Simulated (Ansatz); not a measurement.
Consider BAs in the zinc blende structure (space group F-43m, No. 216; a = 4.8093 Å).

Structures relaxed with Kohn–Sham DFT with the PBE functional, run in Ansatz (a quantum-chemistry and plane-wave program) with PAW and 420 eV plane waves, spin-orbit coupling left out.

Base:

Simulated powder pattern, Co Kα, λ = 1.79026 Å (kinematic, ideal powder, no thermal factors, no anomalous dispersion; the 8 strongest lines at most, above 2 %, up to 2θ = 90°):

```json
[
 {"2θ (°)": "37.61", "I/Imax (%)": "100", "hkl": "(111)"},
 {"2θ (°)": "43.71", "I/Imax (%)": "39", "hkl": "(200)"},
 {"2θ (°)": "63.53", "I/Imax (%)": "39", "hkl": "(220)"},
 {"2θ (°)": "76.24", "I/Imax (%)": "40", "hkl": "(311)"},
 {"2θ (°)": "80.30", "I/Imax (%)": "9.7", "hkl": "(222)"}
]
```

Now apply this change: a hydrostatic pressure of 9 GPa.

How do the reflections move or split?


Simulated powder pattern, Co Kα, λ = 1.79026 Å (kinematic, ideal powder, no thermal factors, no anomalous dispersion; the 8 strongest lines at most, above 2 %, up to 2θ = 90°):

```csv
2θ (°),d (Å),I/Imax (%),hkl
38.41,2.721,100,(111)
44.64,2.357,39,(200)
64.98,1.666,38,(220)
78.08,1.421,40,(311)
82.27,1.361,9.7,(222)
```

The indices refer to the base's conventional cell; one index is shown for lines that coincide.

Load acts through the strain it causes; cell and atoms are relaxed under it. Whether these cells are dynamically stable was not tested. No other phases were tried under pressure.
